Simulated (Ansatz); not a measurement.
The parent structure is TiPt3 in the Cu3Au type structure (space group Pm-3m, No. 221; a = 3.900 Å; relaxed with 0.1 eV smearing). Axes: x, y, z lie along the cube axes.

The values are results of PBEsol (Ansatz, a quantum-chemistry and plane-wave program; PAW; 420 eV plane waves; no spin-orbit coupling), not measurements.

Modification: every lattice vector is stretched by 1.80 %, atoms relaxed at fixed cell.

### Question
Predict the stress tensor and what it implies for the stiffness.

### Answer
Stress of the strained cell less that of the base (GPa, compression positive):
```
  -12.4     0.0     0.0
    0.0   -12.4     0.0
    0.0     0.0   -12.4
```

Then B = −ΔP/(ΔV/V₀) with ΔV/V₀ = 0.0550 gives secant stiffness values (nonlinear terms included at this strain): B ≈ 226 GPa.

As a check, the harmonic strain energy −½ V₀ Δσ:ε is 31 meV/atom; the computed energy rise is 33 meV/atom.

No phonon test of stability was made. The final runs are not spin-polarised.
